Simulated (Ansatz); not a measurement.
**GaSb, response to strain**

The parent structure is GaSb in the zinc blende structure (space group F-43m, No. 216).

```xyz
2
Lattice="0.0000 3.1068 3.1068 3.1068 0.0000 3.1068 3.1068 3.1068 0.0000" Properties=species:S:1:pos:R:3 pbc="T T T"
Sb     4.6601     4.6601     4.6601
Ga     0.0000     0.0000     0.0000
```

Strains are applied to the cell and any free atomic positions relax.

Method: Kohn–Sham DFT with the PBE functional, run in Ansatz (a quantum-chemistry and plane-wave program) with PAW and 420 eV plane waves, no spin-orbit coupling.

```
isotropic strain (%)  pressure (GPa)
--------------------  --------------
-5.43                           11.2
-2.08                              ?
-1.57                            2.4
0                                0.0
0.79                            -1.0
0.85                            -1.1
```

Question: Fit P = P₀ − Bδ + Cδ² with δ = (1 + ε)³ − 1 to the rows shown and predict the withheld row.

Answer: Least squares on the printed values gives P₀ = 0.0 GPa, B = 44.7 GPa, C = 183 GPa (largest residual 0.0 GPa); this predicts 3.4 GPa, and the run gives 3.3 GPa, in agreement.

Stability against distortions was not tested. The final runs are not spin-polarised.
